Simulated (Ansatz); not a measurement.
Start from Au in the fcc (Cu type) structure (space group Fm-3m, No. 225; a = 4.083 Å; relaxed with 0.1 eV smearing). Axes: x, y, z lie along the cube axes.

All numbers come from Kohn–Sham DFT with the PBEsol functional, run in Ansatz (a program for electronic structure) with PAW and 420 eV plane waves, no SOC.

Strains are applied to the cell and any free atomic positions relax; under biaxial strain the out-of-plane vector relaxes too.

One change was made to it. Results:

```csv
quantity,base,after
"pressure (mean of the normal stresses, compression positive)",0.0 GPa,-1.6 GPa
energy relative to the base (free energy F),0 meV/atom,+4.6 meV/atom
```

Problem. Which of these changes matches the shifts?
A. biaxial strain +1.67 %, plane normal [111], relaxed out of plane
B. biaxial strain +2.50 %, plane normal [111], relaxed out of plane
C. biaxial strain −0.83 %, plane normal [111], relaxed out of plane

Solution. A, biaxial strain +1.67 %, plane normal [111], relaxed out of plane. For comparison, the energy relative to the base in the other runs: biaxial strain +2.50 %, plane normal [111], relaxed out of plane gives +9.4 meV/atom; biaxial strain −0.83 %, plane normal [111], relaxed out of plane gives +1.4 meV/atom.

Whether these cells are dynamically stable was not tested.
